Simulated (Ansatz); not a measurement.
System: CoO (P6₃mc, No. 186, 4 atoms in the cell; start mp-19128; a measured phase of this formula has another space group). Method: r²SCAN+rVV10 (Ansatz, a first-principles code, PAW).

Numerical settings: plane-wave cutoff 560 eV, 18×18×12 k mesh (along the axes of the cell as run), Fermi–Dirac smearing 0.05 eV, spin-polarised start, scalar-relativistic PAW data made under PBE.

Cell (relaxed at this level):

```cif
data_Co2O2
_chemical_formula_sum 'Co2 O2'
_space_group_name_H-M_alt 'P63mc'
_space_group_IT_number 186
_space_group_name_Hall 'P 6c -2c'
_cell_length_a 3.18913
_cell_length_b 3.18913
_cell_length_c 5.22092
_cell_angle_alpha 90.000
_cell_angle_beta 90.000
_cell_angle_gamma 120.000
loop_
_atom_site_label
_atom_site_type_symbol
_atom_site_symmetry_multiplicity
_atom_site_Wyckoff_symbol
_atom_site_fract_x
_atom_site_fract_y
_atom_site_fract_z
_atom_site_occupancy
Co1 Co 2 b 0.33333 0.66667 0.00357 1
O1 O 2 b 0.33333 0.66667 0.37144 1
```

### Question
Give the computed band gap and smallest direct gap on the k points sampled.

### Answer

* **band gap**: 0.63 eV (indirect)
* **smallest direct gap on the k points sampled**: 0.79 eV

Note: the magnetic order was assumed, not searched for or taken from measurement.

The computed numbers hold no vibrational or temperature effects.

A start named mp-… is a Materials Project structure, which need not be a measured phase.
